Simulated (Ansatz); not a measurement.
Consider KF in the rock salt structure (space group Fm-3m, No. 225; a = 5.4207 Å).

All numbers come from PBE in Ansatz (plane waves to 420 eV, PAW, no spin-orbit coupling).

Before the change:

```
Quantity                Value
-------------  --------------
Electron mass  0.55 mₑ (at Γ)
```

Now apply this change: an isotropic linear strain of −2.50 %, atoms relaxed at fixed cell.

Problem. How does this affect the energy relative to the base, mean gap deformation potential ΔEg/Δln V and electron mass?

Solution. The energy goes up by 11 meV/atom; the mean gap deformation potential ΔEg/Δln V amounts to -5.2 eV; the electron mass becomes 0.54 mₑ (at Γ) (base: 0.55 mₑ (at Γ)).

Effective masses come from finite differences of ±0.01 Å⁻¹. Stability against distortions was not tested.

Ansatz is a program for electronic structure.
